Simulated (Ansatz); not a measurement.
An Ansatz (an electronic-structure program) input (PBE (Ansatz; PAW; 420 eV plane waves; scalar-relativistic without spin-orbit coupling)):

Ansatz 0.2 input:
```yaml
crystal:
  lattice:
    - [3.7688318086, 0, 0]
    - [-1.8844159043, 3.2639040888, 0]
    - [0, 0, 6.118172402]
  atoms:
    - { symbol: La, position: [0.3333333333, 0.6666666667, 0.75] }
    - { symbol: La, position: [0.6666666667, 0.3333333333, 0.25] }
basis: { ecutwfc: 420, ecutrho_ratio: 4, xc_grid: 2, fft_grid_basis: typed }
kpoints: { mp_grid: { grid: [14, 14, 8] } }
hamiltonian:
  xc: pbe
  dispersion: none
  pseudopotentials: { kind: paw }
scf: { occupations: { method: fermi_dirac, width: 0.05 }, convergence: { dr2_threshold: 0.0000000002 } }
output: { forces: true, stress: true }
checkpoint: { write: state.ck, write_every: 1000 }
```

### Question
Which symmetry and how many k-points will the program report, and about how many plane waves at Γ?

### Answer
Space group P63/mmc (ITA 194) with 24 operations, k-points 120 of 1568, and 1473 plane waves at Γ.

No phonon test of stability was made. The cell was made from Sc by this change: Sc → La.
